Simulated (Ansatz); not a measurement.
```xyz
2
Lattice="3.8549 0.0000 0.0000 0.0000 3.8549 0.0000 1.9274 1.9274 2.7258" Properties=species:S:1:pos:R:3 pbc="T T T"
Ga     0.0000     0.0000     0.0000
P      3.8549     1.9274     1.3629
```

Space group of this cell: F-43m, zinc blende. The cell is taken as given.

Computed with r2SCAN (plane waves, PAW; Ansatz, a first-principles code).

The current runs along the normal of the first two printed vectors; no spin-orbit coupling. Scaled by the factor s: the length along the current (ions clamped). The meshes follow the cell: 12×12×12 and 8×8 across at s = 0.97, 12×12×12 and 8×8 across at s = 1.00, 10×10×10 and 8×8 across at s = 1.03.

```csv
s,mean pressure (GPa),band gap (eV)
0.97,2.8,1.49
1.00,0.0,1.85
1.03,-2.5,?
```

Problem. Take the slope of the band gap against ln s from the two given rows, extrapolate to s = 1.03, and say what the run there gives.

Solution. Slope = (1.49 − 1.85) / ln 0.97 = 11.8 eV. The line gives 1.85 + (11.8) × ln 1.03 = 2.20 eV. The run gives 1.75 eV, 0.45 eV under the line, 129 % of the predicted step.
